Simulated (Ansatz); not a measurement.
BeTe under load (space group Imm2), r2SCAN with spin-orbit coupling, rigid bands (Ansatz, an electronic-structure program). Condition of this run: uniaxial stress along [110] of 2 GPa (compression positive) (the target of the relaxation). Band gap 1.96 eV, N_c = 1.87e19 cm⁻³ and N_v = 5.43e18 cm⁻³ at 300 K, conductivity masses along y (a = (-0.03, 2.80, 2.85) Å; b = (2.80, -0.03, 2.85) Å; c = (2.78, 2.78, 0.00) Å) of 0.465 mₑ (electrons) and 0.320 mₑ (holes). Take k_BT = 0.02585 eV.

### Question
Find the intrinsic carrier density and the intrinsic Fermi level.

### Answer
n_i = √(N_c N_v) exp(−E_g/2k_BT) = 1.01e19 × exp(−37.91) = 3.5e2 cm⁻³. The level lies (k_BT/2) ln(N_v/N_c) = -16 meV from mid-gap (positive towards the conduction band). Each 0.1 eV added to the gap lowers n_i by a factor of 6.9.

### Question
What thermal injection velocity √(2k_BT/πm) limits a ballistic channel along the direction named?

### Answer
7.89e6 cm/s for electrons and 9.51e6 cm/s for holes, a ratio of √(m_h/m_e) = 0.830, for dilute carriers.

### Question
A film of it is 3 nm thick, with its normal along the direction named. Estimate the confinement energies in an infinite well.

### Answer
ħ²π²/(2m t²) = 0.376 eV·nm²/(m/mₑ × t²) gives 89.9 meV for electrons and 131 meV for holes, so the gap would widen to about 2.18 eV. Finite barriers and nonparabolic bands lower this, and with several valleys or bands the heaviest mass along the normal sets the lowest level, not this average.

Rigid bands with the computed gap; masses take one relaxation time for all states.
